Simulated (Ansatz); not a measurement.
Input and output of a self-consistent single point for a (001) slab of Mg3Au (cut from a parent of space group no. 194; 8 atoms in the cell) (Ansatz, a quantum-chemistry and plane-wave program).

Computed with LDA (PW92), default PAW files made with PBE (plane waves; Ansatz).

```
AuMg3
1.0
    4.64986     0.00000     0.00000
   -2.32493     4.02689     0.00000
    0.00000     0.00000    21.14372
Mg Au
6 2
Direct
  0.00000   0.00000   0.40007
  0.00000   0.00000   0.59993
  0.33333   0.66667   0.66893
  0.66667   0.33333   0.33107
  0.66667   0.33333   0.46907
  0.33333   0.66667   0.53092
  0.33333   0.66667   0.40007
  0.66667   0.33333   0.59993
```

Reference input (self-consistent single point, DFT, LDA (PW92), plane waves, default PAW files made with PBE): basis.ecutwfc = 420 eV; kpoints.mp_grid.grid = 8 8 1; hamiltonian.xc = lda; hamiltonian.pseudopotentials = {kind: paw} (the program's default PAW files); scf.occupations.method = gaussian; scf.occupations.width = 0.1 eV. This run's input differs from it in these lines:

Ansatz 0.2 input:
```diff
@@ -15,3 +15,3 @@
 basis:
-  ecutwfc: 420.0
+  ecutwfc: 250.0
 kpoints:
```

The program printed (abridged):

```
SCF iter   1: F=—  HF=-37136.825409 eV  |F-HF|=—  |Δ(HF+E_count)|=         —  Δρ=1.29e-2  dr2=3.63e-1  ethr=1.77e-3  ⟨swp⟩=12.8  Hψ=2977  notcnv=0  defer=1
all-band conjugate gradients solve this SCF's bands
preconditioner: auto → LDOS
SCF iter   2: F=—  HF=-37136.792120 eV  |F-HF|=—  |Δ(HF+E_count)|=   3.33e-2  Δρ=1.12e-2  dr2=5.34e-1  ethr=3.71e-4  ⟨swp⟩=2.2  Hψ=1229  notcnv=0  defer=43
   [... lines left out ...]
SCF iter   5: F=—  HF=-37136.626614 eV  |F-HF|=—  |Δ(HF+E_count)|=   8.46e-5  Δρ=9.82e-5  dr2=4.97e-5  ethr=1.92e-7  ⟨swp⟩=3.0  Hψ=1117  notcnv=0  defer=43
SCF iter   6: F=—  HF=-37136.626665 eV  |F-HF|=—  |Δ(HF+E_count)|=   5.08e-5  Δρ=2.59e-5  dr2=3.56e-6  ethr=5.07e-8  ⟨swp⟩=2.0  Hψ=702  notcnv=0  defer=43
SCF iter   7: F=—  HF=-37136.626665 eV  |F-HF|=—  |Δ(HF+E_count)|=   4.36e-7  Δρ=6.81e-6  dr2=2.46e-7  ethr=3.64e-9  ⟨swp⟩=2.4  Hψ=950  notcnv=0  defer=43
SCF iter   8: F=-37136.626665 eV  HF=-37136.626665 eV  |F-HF|=4.30e-9  |Δ(HF+E_count)|=   3.02e-8  Δρ=1.12e-6  dr2=6.97e-9  ethr=1.02e-10  ⟨swp⟩=15.1  Hψ=2505  notcnv=0
SCF 1 converged in 8 iterations: F = -37136.626665 eV  dr2 = 6.97e-9
Free energy (F): -37136.626665 eV
Internal energy: -37136.618534 eV  (E = F + TS)
E sigma→0 (E₀):  -37136.622599 eV
Entropy (-TS):   -0.008131 eV (-1.016 meV/atom)
Fermi energy:    1.817778 eV
--- Forces (eV/Å), atoms counted from 1 ---
  atom   1  Mg    -0.00000000     0.00000000    -0.03951740
  atom   2  Mg    -0.00000000    -0.00000000     0.03951740
  atom   3  Mg    -0.00000000    -0.00000000    -0.41001154
  atom   4  Mg     0.00000000     0.00000000     0.41001154
  atom   5  Mg     0.00000000    -0.00000000     0.06554540
  atom   6  Mg     0.00000000     0.00000000    -0.06554540
  atom   7  Au    -0.00000000    -0.00000000    -0.02963428
  atom   8  Au     0.00000000     0.00000000     0.02963428
--- Stress (GPa, compression-positive) ---
       -1.879122       0.000000      -0.000000
       -0.000000      -1.879122       0.000000
        0.000000       0.000000      -1.127402
  P = ⅓ Tr σ = -1.6285 GPa (-16.285 kbar)
  The stress holds the Pulay correction. Without it, at fixed plane waves, as pw.x and ABINIT print it: P = -13.1905 GPa
```

The run converged in 8 iterations. Against the reference run the free energy rises by 498 meV/atom and the largest force goes from 0.430 to 0.410 eV/Å.

The starting cell comes from a database of computed structures (which also holds hypothetical and non-ambient phases and stackings), without a prior relaxation at this level. The slab is cut from that crystal, and its faces are unrelaxed. Its lattice was rescaled by up to half a per cent. Spin-orbit coupling is off. The cutoff lies below the one recommended for these files.
